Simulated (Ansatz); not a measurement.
hypothetical P-3m1 Ba3As2 with two functionals, uniaxial strain ε_yy = +0.46 %

The reference is Ba3As2 (space group P-3m1, No. 164; a = 5.590 Å, c = 7.111 Å; a hypothetical phase, not in the database extracts checked). Axes: x lies along a and z along c of the hexagonal cell.

(Cell as relaxed with PBE.)

Levels (all Ansatz, an electronic-structure program, PAW): PBE (420 eV, spin-orbit coupling left out); r2SCAN (500 eV, no SOC).

Each level relaxes its own structure.

```tsv
base	PBE	r2SCAN
volume per atom	38.49 Å³	38.20 Å³
lattice parameter a	5.590 Å	5.583 Å
band gap	0.40 eV	0.59 eV
```

One thing is altered: the cell is stretched by 0.46 % along y with no lateral relaxation, atoms relaxed at fixed cell.

| quantity | PBE | r2SCAN |
|---|---|---|
| valley order (the lowest conduction-band minima on the path, energy above the VBM, named in the base's zone) | Γ 0.88 eV; M (1/2, 0, 0) 1.04 eV; L (1/2, 0, 1/2) 1.65 eV | ? |
| electron mass | 0.39 mₑ along z, 0.42 mₑ across (at K) | ? |
| shift of the gap caused by the change | 0.00 eV | ? |

Task: Predict the r2SCAN column.

Result: 
- valley order (the lowest conduction-band minima on the path, energy above the VBM, named in the base's zone), r2SCAN: Γ 1.20 eV; M (1/2, 0, 0) 1.28 eV; L (1/2, 0, 1/2) 1.98 eV
- electron mass, r2SCAN: 0.41 mₑ (at K)
- shift of the gap caused by the change, r2SCAN: 0.00 eV

Both order the valleys alike; the two agree on the shift of the gap caused by the change. Neither level is exact; r2SCAN is the comparison here, not a measurement.

Masses are band curvatures over ±0.01 Å⁻¹ around the edge. Stability against distortions was not tested.
